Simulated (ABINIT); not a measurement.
Input and output of a self-consistent single point for GaN (F-43m, 2 atoms in the cell) (ABINIT).

Level of theory: PBE, norm-conserving pseudopotentials (PseudoDojo nc-sr-05 PBE standard) (plane waves; ABINIT).

The change in words: lattice scaled by 0.98. Reference geometry:
```yaml
crystal:
  lattice:
    - [0.00000, 2.30195, 2.30195]
    - [2.30195, 0.00000, 2.30195]
    - [2.30195, 2.30195, 0.00000]
  atoms:
    - { symbol: Ga, position: [0.00000, 0.00000, 0.00000] }
    - { symbol: N, position: [0.75000, 0.75000, 0.75000] }
```

Reference input (self-consistent single point, DFT, PBE, plane waves, norm-conserving pseudopotentials (PseudoDojo nc-sr-05 PBE standard)): pseudos = [Ga.upf, N.upf]; ecut = 42 Ha; occopt = 1; ngkpt = 6 6 6; nshiftk = 1; shiftk = 0 0 0; potentials = PseudoDojo nc-sr-05 PBE standard; nband = 11; kptopt = 1; nstep = 100; tolvrs = 1e-12. This run's input differs from it in these lines:

```diff
@@ -5,5 +5,5 @@
 rprim
-        -0.0000000000    4.3500550526    4.3500550526
-         4.3500550526    0.0000000000    4.3500550526
-         4.3500550526    4.3500550526    0.0000000000
+        -0.0000000000    4.2630539515    4.2630539515
+         4.2630539515   -0.0000000000    4.2630539515
+         4.2630539515    4.2630539515   -0.0000000000
 natom 2
```

Output (repeated stretches shortened):

```
--- !BeginCycle
solver: {iscf: 7, nstep: 100, nline: 4, wfoptalg: 0, }
tolerances: {tolvrs: 1.00E-12, }
...

     iter   Etot(hartree)      deltaE(h)  residm     vres2
 ETOT  1  -85.180012092164    -8.518E+01 5.816E-01 1.782E+03
 ETOT  2  -86.406254347119    -1.226E+00 4.125E-02 2.664E+03
 ETOT  3  -86.855960279833    -4.497E-01 1.593E-02 1.469E+02
 ETOT  4  -86.858708727361    -2.748E-03 9.336E-03 1.355E+02
 ETOT  5  -86.876242724171    -1.753E-02 1.210E-02 1.869E+01
   [... 4 lines left out ...]
 ETOT 10  -86.879656671965    -3.169E-08 1.411E-06 2.848E-06
 ETOT 11  -86.879656672642    -6.769E-10 5.890E-07 3.504E-09
 ETOT 12  -86.879656672641     1.052E-12 6.643E-08 8.658E-12
 ETOT 13  -86.879656672641    -7.105E-13 2.864E-08 2.151E-13
 At SCF step   13       vres2   =  2.15E-13 < tolvrs=  1.00E-12 =>converged.

 Cartesian components of stress tensor (hartree/bohr^3)
  sigma(1 1)= -1.54394890E-04  sigma(3 2)=  0.00000000E+00
  sigma(2 2)= -1.54394890E-04  sigma(3 1)=  0.00000000E+00
  sigma(3 3)= -1.54394890E-04  sigma(2 1)=  0.00000000E+00

 ----iterations are completed or convergence reached----

 reduced coordinates (array xred) for    2 atoms
       0.000000000000      0.000000000000      0.000000000000
       0.750000000000      0.750000000000      0.750000000000
 cartesian forces (eV/Angstrom) at end:
    1     -0.00000000000000    -0.00000000000000     0.00000000000000
    2      0.00000000000000     0.00000000000000    -0.00000000000000
 frms,max,avg= 1.2438658E-26 1.9487631E-26   0.000E+00  0.000E+00  0.000E+00 e/A
   [... lines left out ...]
 Fermi (or HOMO) energy (hartree) =   0.19447   Average Vxc (hartree)=  -0.43055
   [... lines left out ...]
total_energy        : -8.68796566726414E+01
total_energy_eV     : -2.36411568734426E+03
band_energy         : -3.11534764057923E+00
...

-Cartesian components of stress tensor (GPa)         [Pressure=  4.5425E+00 GPa]
- sigma(1 1)= -4.54245374E+00  sigma(3 2)=  0.00000000E+00
- sigma(2 2)= -4.54245374E+00  sigma(3 1)=  0.00000000E+00
- sigma(3 3)= -4.54245374E+00  sigma(2 1)=  0.00000000E+00

 Calculation completed.
```

The run converged in 13 iterations. Against the reference run the free energy falls by 3.8 meV/atom, the pressure goes from -5.69 to 4.54 GPa and the gap on the mesh goes from 1.341 to 1.736 eV.

The starting cell comes from a database of computed structures (which also holds hypothetical and non-ambient phases and stackings), without a prior relaxation at this level. Its lattice was rescaled by a random factor within 2.5 % of one. For this run, on top of that: lattice scaled by 0.98. With a pressure of about 5 GPa the cell is away from its equilibrium volume at this level.
